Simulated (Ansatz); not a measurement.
The reference is MoSi2 (space group I4/mmm, No. 139; relaxed with 0.1 eV smearing).

```
MoSi2
1.0
   -1.59504     1.59504     3.91100
    1.59504    -1.59504     3.91100
    1.59504     1.59504    -3.91100
Si Mo
2 1
Direct
  0.66495   0.66495   0.00000
  0.33505   0.33505   0.00000
  0.00000   0.00000   0.00000
```

Cartesian axes are those of the cell as printed.

Computed with PBEsol (Ansatz, a program for electronic structure, PAW, without spin-orbit coupling).

For the base:

```
Quantity                         Value
-----------------------------  -------
Pressure                       0.0 GPa
Shortest interatomic distance  2.580 Å
```

Modification: biaxial strain +0.50 %, plane normal [001], relaxed out of plane (Cartesian); in-plane vectors clamped, the third vector and the atoms free.

### Question
What happens to the pressure, energy relative to the base and shortest interatomic distance?

### Answer
The pressure (mean of the normal stresses, compression positive) goes from zero to -1.6 GPa; the energy grows by 1.0 meV/atom; the shortest interatomic distance shrinks by 0.0056 Å, from 2.580 Å to 2.575 Å.

No phonon test of stability was made. The final runs are not spin-polarised.
